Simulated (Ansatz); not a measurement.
Input and output of a self-consistent single point for AlAu (P4mm, 2 atoms in the cell) (Ansatz, an electronic-structure program).

Computed with LDA (PW92), default PAW files made with PBE (plane waves; Ansatz).

```yaml
crystal:
  lattice:
    - [3.21427, 0.00000, 0.00000]
    - [0.00000, 3.21427, 0.00000]
    - [0.00000, 0.00000, 3.21427]
  atoms:
    - { symbol: Al, position: [0.00000, 0.00000, 0.01556] }
    - { symbol: Au, position: [0.50000, 0.50000, 0.50000] }
```

Reference input (self-consistent single point, DFT, LDA (PW92), plane waves, default PAW files made with PBE): basis.ecutwfc = 30.9 Ry; kpoints.mp_grid.grid = 10 10 10; hamiltonian.xc = lda; hamiltonian.pseudopotentials = {kind: paw} (the program's default PAW files); scf.occupations.method = gaussian; scf.occupations.width = 0.0073 Ry. This run's input differs from it in these lines:

Ansatz 0.2 input:
```diff
@@ -10,3 +10,3 @@
 basis:
-  ecutwfc: 30.9 Ry
+  ecutwfc: 12.5 Ry
 kpoints:
```

Log, with long lists cut:

```
SCF iter   1: F=—  HF=-13354.807988 eV  |F-HF|=—  |Δ(HF+E_count)|=         —  Δρ=2.09e-1  dr2=1.01e1  ethr=1.77e-3  ⟨swp⟩=4.1  Hψ=8364  notcnv=0
all-band conjugate gradients solve this SCF's bands
preconditioner: auto → none
SCF iter   2: F=—  HF=-13351.550795 eV  |F-HF|=—  |Δ(HF+E_count)|=    3.26e0  Δρ=1.16e-1  dr2=3.28e0  ethr=1.77e-3  ⟨swp⟩=2.0  Hψ=4778  notcnv=0  defer=11
   [... lines left out ...]
SCF iter   4: F=—  HF=-13350.107008 eV  |F-HF|=—  |Δ(HF+E_count)|=   3.45e-3  Δρ=1.45e-3  dr2=1.27e-3  ethr=5.35e-5  ⟨swp⟩=2.7  Hψ=4079  notcnv=0  defer=12
SCF iter   5: F=—  HF=-13350.106611 eV  |F-HF|=—  |Δ(HF+E_count)|=   3.97e-4  Δρ=4.14e-4  dr2=9.03e-5  ethr=5.77e-6  ⟨swp⟩=2.2  Hψ=2627  notcnv=0  defer=12
SCF iter   6: F=—  HF=-13350.106590 eV  |F-HF|=—  |Δ(HF+E_count)|=   2.11e-5  Δρ=1.36e-4  dr2=1.03e-5  ethr=4.10e-7  ⟨swp⟩=2.0  Hψ=2729  notcnv=0  defer=12
SCF iter   7: F=-13350.106587 eV  HF=-13350.106587 eV  |F-HF|=9.18e-9  |Δ(HF+E_count)|=   3.65e-6  Δρ=6.04e-6  dr2=1.15e-8  ethr=4.55e-10  ⟨swp⟩=3.6  Hψ=7776  notcnv=0
SCF 1 converged in 7 iterations: F = -13350.106587 eV  dr2 = 1.15e-8
Free energy (F): -13350.106587 eV
Internal energy: -13350.099779 eV  (E = F + TS)
E sigma→0 (E₀):  -13350.103183 eV
Entropy (-TS):   -0.006807 eV (-3.404 meV/atom)
Fermi energy:    15.372614 eV
--- Forces (eV/Å), atoms counted from 1 ---
  atom   1  Al     0.00000000     0.00000000    -0.04120559
  atom   2  Au     0.00000000     0.00000000     0.03939549
--- Stress (GPa, compression-positive) ---
       -3.916934       0.000000       0.000000
        0.000000      -3.916934       0.000000
        0.000000       0.000000      -4.037076
  P = ⅓ Tr σ = -3.9570 GPa (-39.570 kbar)
  The stress holds the Pulay correction. Without it, at fixed plane waves, as pw.x and ABINIT print it: P = -516.3563 GPa
```

The run converged in 7 iterations. Against the reference run the free energy rises by 14.1 eV/atom, the pressure goes from -7.00 to -3.96 GPa and the largest force goes from 0.058 to 0.041 eV/Å.

The starting cell comes from a database of computed structures (which also holds hypothetical and non-ambient phases and stackings), without a prior relaxation at this level. Its lattice was rescaled by up to half a per cent. One atom was moved a little off its site on purpose. Ansatz's pressure includes its estimate of the finite-basis (Pulay) stress. Without the estimate this run gives -516.36 GPa. The cutoff lies below the one recommended for these files.
